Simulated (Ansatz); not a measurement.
## A constructed model of the (100) surface of fcc Pd, a pseudomorphic layer of Cr in the host's stacking (bottom of the slab: a bare face, its two planes held)

Calculation: PBE (plane waves to 420 eV, PAW; Ansatz, an electronic-structure program).

Set-up: 7 atoms, 12.0 Å thick at the start; mesh 13x13x1; 0.1 eV smearing; dipole correction on; 2 atoms held, the rest relaxed; held to the start's symmetry, so lower structures may exist; spin-polarised, ending with about 4.2 μB a cell; orders that need a larger cell were not tried, no spin-orbit, no U. It is one candidate, not shown to be the stable structure of the face.

```json
{
 "work_function_of_the_top_face": "3.87 eV",
 "energy_released_by_relaxation": "0.28 eV",
 "magnetic_moment_of_the_cell": "4.20 μB",
 "cost": "about 13 core-minutes (a rough figure)"
}
```
